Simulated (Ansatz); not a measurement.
Al2Cu (model structure, I4/mcm, No. 140, 6 atoms in the cell), treated with PBE (Ansatz, a program for electronic structure, PAW).

Run with plane-wave cutoff 520 eV, 14×14×14 k mesh, Fermi–Dirac smearing 0.05 eV, no spin polarisation, scalar-relativistic PAW data made under PBE.

Cell (relaxed at this level):

```cif
data_Al4Cu2
_chemical_formula_sum 'Cu2 Al4'
_space_group_name_H-M_alt 'P 1'
_space_group_IT_number 1
_cell_length_a 6.05752
_cell_length_b 4.92887
_cell_length_c 4.92878
_cell_angle_alpha 75.831
_cell_angle_beta 52.085
_cell_angle_gamma 52.084
loop_
_space_group_symop_operation_xyz
  'x, y, z'
loop_
_atom_site_label
_atom_site_type_symbol
_atom_site_fract_x
_atom_site_fract_y
_atom_site_fract_z
_atom_site_occupancy
Cu1 Cu 0.75000 0.75000 0.75000 1
Cu2 Cu 0.25000 0.25000 0.25000 1
Al1 Al 0.15844 0.15844 0.84156 1
Al2 Al 0.84156 0.84156 0.15844 1
Al3 Al 0.34155 0.65845 0.34155 1
Al4 Al 0.65845 0.34155 0.65845 1
```

Question: What does this level give for the bulk modulus?

Answer: 
- bulk modulus = 100 GPa

Note: the run has no spin polarisation, so it can have missed a magnetic state; the bulk modulus is −V dP/dV from two relaxed cells at ±2 % in volume.

The computed numbers hold no vibrational or temperature effects.

Cost on a shared machine: very roughly 4 core-minutes.

A model structure was made by putting elements into a prototype or built by hand; here it ended with the formula and space group of a phase in our tables.
